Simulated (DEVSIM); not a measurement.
Device: illuminated In0.53Ga0.47As p-on-n cell, one wavelength, at 300 K.

```tsv
layer (left to right)	material	thickness (μm)	Nd (cm⁻³)	Na (cm⁻³)	τn (s)	τp (s)	absorption coefficient (cm⁻¹)
1	In0.53Ga0.47As	0.570	-	5.1e17	8.8e-11	2.2e-10	82000
2	In0.53Ga0.47As	2.00	3.5e15	-	4.2e-9	4.2e-9	82000
```

Left contact: ohmic, minority electron recombination velocity 30 cm/s. Right contact: ohmic, minority hole recombination velocity 1000 cm/s. Voltage is applied to the left contact. Recombination: SRH at mid-gap, radiative, Auger. Light enters at the left, 4.6e16 photons cm⁻² s⁻¹, one pass, no reflection. Mobility is μmin + (μ − μmin)/(1 + (N/Nref)^α).

This is a model device: material constants are rounded textbook-type values typed into the input, and sizes, dopings and lifetimes were drawn at random. Values at 300 K; Nc and Nv go as T^1.5, mobilities as T to minus their exponent, the gap by Varshni's rule with the affinity fixed.

```tsv
parameter	In0.53Ga0.47As
gap (eV)	0.74
affinity (eV)	4.51
permittivity	13.9
Nc (cm⁻³)	2.1e17
Nv (cm⁻³)	7.7e18
μn (cm²/Vs)	12000
μp (cm²/Vs)	300
μn,min	300
μp,min	10
Nref,n	1.3e17
Nref,p	4.9e17
αn	0.48
αp	0.4
T exponent of μn	1.6
T exponent of μp	1.6
B (cm³/s)	9.6e-11
Cn (cm⁶/s)	5e-29
Cp (cm⁶/s)	5e-29
Varshni α (eV/K)	0.00035
Varshni β (K)	190
```

Model (solved in DEVSIM): 1D drift-diffusion, Boltzmann statistics, complete ionisation; no tunnelling, impact ionisation, image-force lowering or self-heating.

The temperature was swept, all else fixed.

```csv
temperature (K),potential step across the device at zero bias (V),largest field in the device at zero bias (V/cm),dark forward voltage at 100 A/cm² (V)
250,0.620,37000,0.575
300,0.564,40000,0.511
350,0.506,42000,0.445
400,0.445,44000,…
450,0.383,46000,0.306
500,0.322,47000,0.236
```

**Question.** Some entries are withheld; supply them.

**Answer.** 
- 400, dark forward voltage at 100 A/cm² (V): 0.376
